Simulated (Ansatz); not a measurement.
The starting structures come from a database of crystals and need not be the phases stable at ambient conditions.

 Where the default PAW files enter, the runs use the earlier of Ansatz's two default sets.

By LDA and PBEsol, the system below comes out a metal.

Given:

```yaml
crystal:
  lattice:
    - [4.56737, 0.00000, 0.00000]
    - [-2.28369, 3.95546, 0.00000]
    - [0.00000, 0.00000, 2.82624]
  atoms:
    - { symbol: Ti, position: [0.00000, 0.00000, 0.00000] }
    - { symbol: Ti, position: [0.33333, 0.66667, 0.50000] }
    - { symbol: Ti, position: [0.66667, 0.33333, 0.50000] }
```

Space group of this cell: P6/mmm. The cell is taken as given; by PBEsol its mean pressure is -3.7 GPa.

The current runs along the normal of the first two printed vectors, the (001) plane. All runs by Ansatz (a quantum-chemistry and plane-wave program), plane waves and PAW, without spin-orbit coupling; the base is PBEsol.

```
run                                                      mean pressure (GPa)  G/A, both spins (10¹⁵ S/m²)
-------------------------------------------------------  -------------------  ---------------------------
base                                                                    -3.7                         0.46
all lengths scaled by 0.98                                               3.5                          [?]
all lengths scaled by 1.02                                              -9.4                          [?]
lda in place of pbesol                                                  -8.0                          [?]
lengths across the current scaled by 0.98, ions clamped                  0.8                         0.57
lengths along the current scaled by 1.03, ions clamped                  -6.8                         0.50
```

### Question
Complete the blanks.

### Answer

- all lengths scaled by 0.98, G/A, both spins (10¹⁵ S/m²): 0.51
- all lengths scaled by 1.02, G/A, both spins (10¹⁵ S/m²): 0.40
- lda in place of pbesol, G/A, both spins (10¹⁵ S/m²): 0.48
